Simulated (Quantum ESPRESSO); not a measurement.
Worked example: self-consistent single point of ZrZn (Pm-3m, 2 atoms in the cell) in Quantum ESPRESSO.

Method of the run: PBEsol, PseudoDojo standard norm-conserving (PBESOL) pseudopotentials (plane waves; Quantum ESPRESSO).

The change in words: lattice scaled by 0.98. Reference geometry:
```yaml
crystal:
  lattice:
    - [3.26049, 0.00000, 0.00000]
    - [0.00000, 3.26049, 0.00000]
    - [0.00000, 0.00000, 3.26049]
  atoms:
    - { symbol: Zr, position: [0.50000, 0.50000, 0.50000] }
    - { symbol: Zn, position: [0.00000, 0.00000, 0.00000] }
```

Reference input (self-consistent single point, DFT, PBEsol, plane waves, PseudoDojo standard norm-conserving (PBESOL) pseudopotentials): ecutwfc = 85 Ry; occupations = smearing; smearing = fd; degauss = 0.0073499 Ry; potentials = {Zr: Zr.upf, Zn: Zn.upf}; K_POINTS = automatic 7 7 7 0 0 0; conv_thr = 1e-09 Ry; mixing_beta = 0.4. This run's input differs from it in these lines:

```diff
@@ -10,3 +10,3 @@
   ibrav = 0
-  celldm(1) = 6.16143313
+  celldm(1) = 6.03820409
   nat = 2
```

Output, abridged:

```
     Self-consistent Calculation

     iteration #  1     ecut=    85.00 Ry     beta= 0.40

     Threshold (ethr) on eigenvalues was too large:
     Diagonalizing with lowered threshold

     total energy              =    -519.02979202 Ry
     estimated scf accuracy    <       0.12851746 Ry

     iteration #  2     ecut=    85.00 Ry     beta= 0.40

     total energy              =    -519.06354136 Ry
     estimated scf accuracy    <       0.01310041 Ry

     iteration #  3     ecut=    85.00 Ry     beta= 0.40

     total energy              =    -519.06403706 Ry
     estimated scf accuracy    <       0.00199440 Ry

   [... 5 blocks of this kind left out ...]

     iteration #  9     ecut=    85.00 Ry     beta= 0.40

     total energy              =    -519.06437183 Ry
     estimated scf accuracy    <          5.2E-09 Ry

     iteration # 10     ecut=    85.00 Ry     beta= 0.40
     End of self-consistent calculation

     the Fermi energy is    17.1295 ev

!    total energy              =    -519.06437183 Ry
     estimated scf accuracy    <          2.7E-10 Ry
     smearing contrib. (-TS)   =      -0.00186299 Ry
     internal energy E=F+TS    =    -519.06250885 Ry

     convergence has been achieved in  10 iterations

     Forces acting on atoms (cartesian axes, Ry/au):

     atom    1 type  1   force =     0.00000000    0.00000000    0.00000000
     atom    2 type  2   force =     0.00000000    0.00000000    0.00000000

     Total force =     0.000000     Total SCF correction =     0.000000

          total   stress  (Ry/bohr**3)                   (kbar)     P=      126.56
   0.00086030   0.00000000   0.00000000          126.56        0.00        0.00
   0.00000000   0.00086030   0.00000000            0.00      126.56        0.00
   0.00000000   0.00000000   0.00086030            0.00        0.00      126.56

   JOB DONE.
```

The run converged in 10 iterations. Against the reference run the free energy goes up by 50.2 meV/atom and the pressure goes from 3.59 to 12.66 GPa.

The starting cell comes from a database of computed structures (which also holds hypothetical and non-ambient phases and stackings), without a prior relaxation at this level. Its lattice was rescaled by a random factor within 2.5 % of one. For this run, on top of that: lattice scaled by 0.98. With a pressure of about 13 GPa the cell is away from its equilibrium volume at this level.
